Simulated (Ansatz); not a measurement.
The parent structure is GaN in the wurtzite structure (space group P6_3mc, No. 186; a = 3.218 Å, c = 5.243 Å).

Structures relaxed with Ansatz (a program for electronic structure), PBE, PAW, cutoff 420 eV, without spin-orbit coupling.

Base:

Simulated powder pattern, Mo Kα, λ = 0.71073 Å (kinematic, ideal powder, no thermal factors, no anomalous dispersion; the 14 strongest lines at most, above 2 %, up to 2θ = 40°):

```csv
2θ (°),I/Imax (%),hkl
14.65,42,(100)
15.58,35,(002)
16.60,100,(101)
21.45,22,(102)
25.52,34,(110)
27.77,36,(103)
29.55,5.2,(200)
30.04,31,(112)
30.60,18,(201)
31.46,3.3,(004)
33.57,5.3,(202)
34.87,3.5,(104)
38.07,12,(203)
39.43,3.7,(210)
```

After one change:

Simulated powder pattern, Mo Kα, λ = 0.71073 Å (kinematic, ideal powder, no thermal factors, no anomalous dispersion; the 14 strongest lines at most, above 2 %, up to 2θ = 40°):

| 2θ (°) | I/Imax (%) |
|---|---|
| 14.48 | 42 |
| 15.40 | 35 |
| 16.41 | 100 |
| 21.19 | 22 |
| 25.21 | 34 |
| 27.44 | 36 |
| 29.19 | 5.3 |
| 29.67 | 32 |
| 30.23 | 18 |
| 33.16 | 5.4 |
| 34.44 | 3.5 |
| 37.60 | 12 |
| 38.94 | 3.7 |
| 39.75 | 14 |

Problem. What was done to the base?
A. isotropic strain +1.80 %
B. isotropic strain +1.20 %
C. isotropic strain +3.00 %
D. isotropic strain +0.60 %

Solution. B, isotropic strain +1.20 %. Its volume per atom is 12.19 Å³ against 11.76 Å³, and its space group is P6_3mc (No. 186).

Stability against distortions was not tested.
